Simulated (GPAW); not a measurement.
GPAW run on ScOF (P2_1/c, 12 atoms in the cell): self-consistent single point.

Level of theory: LDA (Perdew-Wang 92)+U, GPAW PAW datasets LDA (gpaw-data 1.0.1) (plane waves; GPAW).

```
CELL_PARAMETERS angstrom
      5.18428     0.00000     0.00000
      0.00000     5.15595     0.00000
     -0.89897     0.00000     5.17202
ATOMIC_POSITIONS crystal
  Sc 0.69219 0.47249 0.28775
  Sc 0.30781 0.52751 0.71225
  Sc 0.30781 0.97249 0.21225
  Sc 0.69219 0.02751 0.78775
  O  0.54410 0.74629 0.01216
  O  0.45590 0.25371 0.98784
  O  0.45590 0.24629 0.48784
  O  0.54410 0.75371 0.51216
  F  0.94311 0.32531 0.65783
  F  0.05689 0.67469 0.34217
  F  0.05689 0.82531 0.84217
  F  0.94311 0.17469 0.15783
```

Reference input (self-consistent single point, DFT LDA (Perdew-Wang 92), plane waves, GPAW PAW datasets LDA (gpaw-data 1.0.1)): mode = pw; ecut = 950 eV; xc = LDA; kpts = 3 3 3; mesh shift (steps) = 0 0 0; occupations.name = fermi-dirac; occupations.width = 0 eV; nbands = -6; convergence.density = 1e-05 e/electron; convergence.bands = -4; symmetry.symmorphic = false; symmetry.tolerance = 0.0005. This run's input differs from it in these lines:

```diff
@@ -24,2 +24,3 @@
             xc='LDA',
+            setups={'Sc': ':d,8.0'},
             kpts=(3, 3, 3),
```

Output, abridged:

```
     iter     time        total  log10-change:
                         energy   eigst   dens
iter:   1 --:--:--  -103.557708   +0.99
iter:   2 --:--:--  -100.382477   +0.30  -0.99
iter:   3 --:--:--   -86.772694   +0.73  -1.04
iter:   4 --:--:--   -88.259303   +0.48  -1.37
iter:   5 --:--:--   -92.079179   +0.17  -1.42
   [... 18 lines left out ...]
iter:  24 --:--:--   -89.277445   -0.57  -2.25
iter:  25 --:--:--   -89.101414   -1.54  -2.01
iter:  26 --:--:--   -88.932433   -1.20  -2.09
iter:  27 --:--:--   -88.945795   -1.33  -2.49
iter:  28 --:--:--   -88.954080c  -1.96  -3.12
iter:  29 --:--:--   -88.956362c  -2.48  -3.10
   [... lines left out ...]
iter:  52 --:--:--   -88.956797c  -5.66  -4.46
iter:  53 --:--:--   -88.956797c  -6.18  -5.06c
iter:  54 --:--:--   -88.956799c  -5.82  -5.23c
iter:  55 --:--:--   -88.956798c  -6.34  -4.70
iter:  56 --:--:--   -88.956799c  -6.47  -4.73
iter:  57 --:--:--   -88.956797c  -6.48  -4.67
iter:  58 --:--:--   -88.956797c  -6.57  -4.92
iter:  59 --:--:--   -88.956797c  -6.52  -5.21c
iter:  60 --:--:--   -88.956797c  -6.98  -5.74c
iter:  61 --:--:--   -88.956797c  -7.02  -5.82c
iter:  62 --:--:--   -88.956797c  -7.30  -5.39c
iter:  63 --:--:--   -88.956797c  -7.22  -5.57c
iter:  64 --:--:--   -88.956797c  -7.43c -6.11c
Converged after 64 iterations.

Dipole moment: (0.000000, 0.000000, -0.000000) |e|*Ang

Energy contributions relative to reference atoms: (reference = -101873.980291)

Kinetic:        +85.095317
Potential:      -96.754228
External:        +0.000000
XC:             -78.288539
Entropy (-ST):   +0.000000
Local:           +0.990653
SIC:             +0.000000
--------------------------
Free energy:    -88.956797
Extrapolated:   -88.956797

Showing only first 2 kpts
 Kpt  Band  Eigenvalues  Occupancy
  0    46      4.34769    2.00000
  0    47      4.44472    2.00000
  0    48      9.79636    0.00000
  0    49     10.87161    0.00000

  1    46      4.39550    2.00000
  1    47      4.42740    2.00000
  1    48     10.56786    0.00000
  1    49     10.85273    0.00000

Fermi level: 7.15063

Gap: 5.291 eV
Transition (v -> c):
   [... lines left out ...]
Direct gap: 5.352 eV
   [... lines left out ...]
  6 O    -0.10365    0.00135    0.10667
  7 O     0.10365   -0.00135   -0.10667
  8 F    -0.06005   -0.02914   -0.06057
  9 F     0.06005    0.02914    0.06057
 10 F     0.06005   -0.02914    0.06057
 11 F    -0.06005    0.02914   -0.06057

Stress tensor:
    -0.022127     0.000000     0.003019
     0.000000    -0.034902     0.000000
     0.003019     0.000000    -0.031984
Stress (GPa, Voigt): [-3.5452 -5.5919 -5.1244  0.      0.4836  0.    ]
```

The run converged in 64 iterations. GPAW prints stress with tension positive. Against the reference run the largest force goes from 0.152 to 0.461 eV/Å and the gap on the mesh goes from 4.532 to 5.291 eV.

At such cutoffs GPAW's stress carries a finite-basis (Pulay) error, which enters relaxed cells too; its log prints stress with tension positive.

The starting cell comes from a database of computed structures (which also holds hypothetical and non-ambient phases and stackings), without a prior relaxation at this level. Spin polarisation is off. The U value is a test value.

Cost on one core of a shared machine: roughly 8 min.
